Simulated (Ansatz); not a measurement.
The parent structure is CaO in the rock salt structure (space group Fm-3m, No. 225).

```xyz
2
Lattice="0.0000 2.3836 2.3836 2.3836 0.0000 2.3836 2.3836 2.3836 0.0000" Properties=species:S:1:pos:R:3 pbc="T T T"
Ca     0.0000     0.0000     0.0000
O      2.3836     2.3836     2.3836
```

Cartesian axes are those of the cell as printed.

Calculations: PBEsol, PAW, 420 eV (Ansatz, an electronic-structure program; no SOC).

Base values:

| Property | Value |
|---|---|
| Valley order | X along ⟨100⟩ 3.54 eV; Γ 4.78 eV |

It is then changed as follows: compressive biaxial strain of 3.00 % in the plane normal to [001], as in epitaxy on a mismatched substrate; the out-of-plane cell vector and the atoms relax.

Problem. Predict the new ratio −ε⊥/ε∥ and valley order.

Solution. The ratio −ε⊥/ε∥ comes out as 0.56; the valley order (the lowest conduction-band minima on the path, energy above the VBM, named in the base's zone) changes from X along ⟨100⟩ 3.54 eV; Γ 4.78 eV to X along [100] 3.43 eV; X along [001] 3.57 eV; Γ 5.00 eV.

The levels and masses belong to the bands next to the band gap. Whether these cells are dynamically stable was not tested.
